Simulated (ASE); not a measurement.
Pair distribution function (Cu-Cu) of Cu3Au (Cu3Au type, fully ordered), cell Cu24Au8, with the crystal as the starting point [in the run: it stayed crystalline; mean temperature 298 K (target 300 K); density 11.75 g/cm³, volume +4 % from the start crystal's], from MD at 298 K. These are the machine-learned potential CHGNet 0.3.0 run with ASE values and carry that method's errors. Volume per atom 13.69 Å³, mean pressure 0.0 GPa. 

(r (Å), g(r)): (1.70, 0.00); (1.74, 0.00); (1.78, 0.00); (1.82, 0.00); (1.86, 0.00); (1.90, 0.00); (1.94, 0.00); (1.98, 0.00); (2.02, 0.00); (2.06, 0.00); (2.10, 0.00); (2.14, 0.00); (2.18, 0.00); (2.22, 0.00); (2.26, 0.00); (2.30, 0.01); (2.34, 0.08); (2.38, 0.28); (2.42, 0.58); (2.46, 1.34); (2.50, 2.24); (2.54, 2.99); (2.58, 4.21); (2.62, 4.67); (2.66, 4.70); (2.70, 4.64); (2.74, 3.98); (2.78, 3.23); (2.82, 2.58); (2.86, 1.71); (2.90, 1.29); (2.94, 0.74); (2.98, 0.47); (3.02, 0.31); (3.06, 0.17); (3.10, 0.07); (3.14, 0.03); (3.18, 0.01); (3.22, 0.01); (3.26, 0.01); (3.30, 0.02); (3.34, 0.04); (3.38, 0.06); (3.42, 0.13); (3.46, 0.18); (3.50, 0.23); (3.54, 0.41); (3.58, 0.60); (3.62, 0.81); (3.66, 1.06); (3.70, 1.30); (3.74, 1.48)

Problem. From these data, give where the first shell ends and the number of neighbours in it.

Solution. first minimum near 3.3 Å (g down to about 0.01); 8.0 Cu round each Cu in the shell, from n = 4πρ∫r²g(r)dr.
